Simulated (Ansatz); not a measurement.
Start from CdTe in the zinc blende structure (space group F-43m, No. 216).

```yaml
crystal:
  lattice:
    - [0.00000, 3.20432, 3.20432]
    - [3.20432, 0.00000, 3.20432]
    - [3.20432, 3.20432, 0.00000]
  atoms:
    - { symbol: Cd, position: [0.00000, 0.00000, 0.00000] }
    - { symbol: Te, position: [0.25000, 0.25000, 0.25000] }
```

Cartesian axes are those of the cell as printed.

Level of theory: DFT with LDA, PAW potentials and a 420 eV plane-wave cutoff in Ansatz (a quantum-chemistry and plane-wave program), scalar-relativistic without spin-orbit coupling.

Now apply this change: the cell is stretched by 2.50 % along z with no lateral relaxation, atoms relaxed at fixed cell.

Predict the stress tensor and what it implies for the stiffness.

Stress of the strained cell less that of the base (GPa, compression positive):
```
  -0.92    0.00    0.00
   0.00   -0.92    0.00
   0.00    0.00   -1.42
```

Then −Δσ_ii/ε with ε = 0.0250 gives secant stiffness values (nonlinear terms included at this strain): C33 ≈ 57 GPa, C13 ≈ 37 GPa and C23 ≈ 37 GPa.

No phonon test of stability was made.
